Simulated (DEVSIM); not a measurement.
Device: Schottky contact on n-type GaAs, at 300 K.

```
layer (left to right)  material  thickness (μm)  Nd (cm⁻³)  τn (s)  τp (s)
---------------------  --------  --------------  ---------  ------  ------
1                          GaAs           0.380     9.3e15  1.4e-8  1.4e-8
```

Left contact: Schottky, work function 4.68 eV, emission velocity 1.1e7 cm/s. Right contact: ohmic. Voltage is applied to the left contact. Recombination: SRH at mid-gap, Auger. Mobility is μmin + (μ − μmin)/(1 + (N/Nref)^α).

This is a model device: material constants are rounded textbook-type values typed into the input, and sizes, dopings and lifetimes were drawn at random. Values at 300 K.

```
parameter        GaAs
-------------  ------
gap (eV)        1.424
affinity (eV)    4.07
permittivity     12.9
Nc (cm⁻³)      4.7e17
Nv (cm⁻³)        9e18
μn (cm²/Vs)      8500
μp (cm²/Vs)       400
μn,min            500
μp,min             20
Nref,n           6e16
Nref,p         1.5e17
αn               0.39
αp               0.38
Cn (cm⁶/s)      1e-30
Cp (cm⁶/s)      1e-30
```

Model (solved in DEVSIM): 1D drift-diffusion, Boltzmann statistics, complete ionisation; no tunnelling, impact ionisation, image-force lowering or self-heating. Metal contacts follow the ideal Schottky-Mott rule: no Fermi-level pinning, no interface dipoles.

Tabulate band edges, carrier densities and field at zero bias.

Energies count from the Fermi level of the right contact; mesh points crowd at the junctions.

```json
[
 {"x (μm)": "0.000", "Ec (eV)": "0.610", "Ev (eV)": "-0.814", "n (cm⁻³)": "2.7e7", "p (cm⁻³)": "190000", "field (V/cm)": "-35000"},
 {"x (μm)": "0.005375", "Ec (eV)": "0.591", "Ev (eV)": "-0.833", "n (cm⁻³)": "5.5e7", "p (cm⁻³)": "92000", "field (V/cm)": "-35000"},
 {"x (μm)": "0.01180", "Ec (eV)": "0.569", "Ev (eV)": "-0.855", "n (cm⁻³)": "1.3e8", "p (cm⁻³)": "39000", "field (V/cm)": "-34000"},
 {"x (μm)": "0.01946", "Ec (eV)": "0.543", "Ev (eV)": "-0.881", "n (cm⁻³)": "3.5e8", "p (cm⁻³)": "14000", "field (V/cm)": "-33000"},
 {"x (μm)": "0.03277", "Ec (eV)": "0.501", "Ev (eV)": "-0.923", "n (cm⁻³)": "1.8e9", "p (cm⁻³)": "2800", "field (V/cm)": "-31000"},
 {"x (μm)": "0.04452", "Ec (eV)": "0.465", "Ev (eV)": "-0.959", "n (cm⁻³)": "7.3e9", "p (cm⁻³)": "700", "field (V/cm)": "-30000"},
 {"x (μm)": "0.05856", "Ec (eV)": "0.425", "Ev (eV)": "-0.999", "n (cm⁻³)": "3.5e10", "p (cm⁻³)": "150", "field (V/cm)": "-28000"},
 {"x (μm)": "0.08290", "Ec (eV)": "0.361", "Ev (eV)": "-1.063", "n (cm⁻³)": "4.1e11", "p (cm⁻³)": "< 1e2", "field (V/cm)": "-25000"},
 {"x (μm)": "0.1044", "Ec (eV)": "0.311", "Ev (eV)": "-1.113", "n (cm⁻³)": "2.9e12", "p (cm⁻³)": "< 1e2", "field (V/cm)": "-22000"},
 {"x (μm)": "0.1358", "Ec (eV)": "0.248", "Ev (eV)": "-1.176", "n (cm⁻³)": "3.2e13", "p (cm⁻³)": "< 1e2", "field (V/cm)": "-18000"},
 {"x (μm)": "0.1676", "Ec (eV)": "0.198", "Ev (eV)": "-1.226", "n (cm⁻³)": "2.2e14", "p (cm⁻³)": "< 1e2", "field (V/cm)": "-14000"},
 {"x (μm)": "0.2120", "Ec (eV)": "0.150", "Ev (eV)": "-1.274", "n (cm⁻³)": "1.4e15", "p (cm⁻³)": "< 1e2", "field (V/cm)": "-8300"},
 {"x (μm)": "0.2439", "Ec (eV)": "0.128", "Ev (eV)": "-1.296", "n (cm⁻³)": "3.3e15", "p (cm⁻³)": "< 1e2", "field (V/cm)": "-5200"},
 {"x (μm)": "0.2705", "Ec (eV)": "0.117", "Ev (eV)": "-1.307", "n (cm⁻³)": "5.1e15", "p (cm⁻³)": "< 1e2", "field (V/cm)": "-3300"},
 {"x (μm)": "0.3007", "Ec (eV)": "0.110", "Ev (eV)": "-1.314", "n (cm⁻³)": "6.8e15", "p (cm⁻³)": "< 1e2", "field (V/cm)": "-1900"},
 {"x (μm)": "0.3181", "Ec (eV)": "0.107", "Ev (eV)": "-1.317", "n (cm⁻³)": "7.5e15", "p (cm⁻³)": "< 1e2", "field (V/cm)": "-1300"},
 {"x (μm)": "0.3327", "Ec (eV)": "0.105", "Ev (eV)": "-1.319", "n (cm⁻³)": "8.1e15", "p (cm⁻³)": "< 1e2", "field (V/cm)": "-1000"},
 {"x (μm)": "0.3449", "Ec (eV)": "0.104", "Ev (eV)": "-1.320", "n (cm⁻³)": "8.4e15", "p (cm⁻³)": "< 1e2", "field (V/cm)": "-860"},
 {"x (μm)": "0.3587", "Ec (eV)": "0.103", "Ev (eV)": "-1.321", "n (cm⁻³)": "8.8e15", "p (cm⁻³)": "< 1e2", "field (V/cm)": "-730"},
 {"x (μm)": "0.3667", "Ec (eV)": "0.102", "Ev (eV)": "-1.322", "n (cm⁻³)": "9.0e15", "p (cm⁻³)": "< 1e2", "field (V/cm)": "-680"},
 {"x (μm)": "0.3734", "Ec (eV)": "0.102", "Ev (eV)": "-1.322", "n (cm⁻³)": "9.1e15", "p (cm⁻³)": "< 1e2", "field (V/cm)": "-660"},
 {"x (μm)": "0.3800", "Ec (eV)": "0.101", "Ev (eV)": "-1.323", "n (cm⁻³)": "9.3e15", "p (cm⁻³)": "< 1e2", "field (V/cm)": "-660"}
]
```
